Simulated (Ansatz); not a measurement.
The parent structure is Nb in the bcc (W type) structure (space group Im-3m, No. 229; relaxed with 0.1 eV smearing).

```
CELL_PARAMETERS angstrom
     -1.65574     1.65574     1.65574
      1.65574    -1.65574     1.65574
      1.65574     1.65574    -1.65574
ATOMIC_POSITIONS crystal
  Nb 0.00000 0.00000 0.00000
```

Method: Ansatz (a first-principles code), PBE, PAW, cutoff 420 eV, no spin-orbit coupling.

Base values:

| Quantity | Value |
|---|---|
| Pressure | 0.0 GPa |

The change: an isotropic linear strain of +2.50 %, atoms relaxed at fixed cell.

Question: How does this affect the energy relative to the base?

Answer: The energy increases by 50 meV/atom.

Question: What happens to the pressure?

Answer: The pressure goes from zero to -10.9 GPa.

No phonon test of stability was made. The final runs are not spin-polarised.
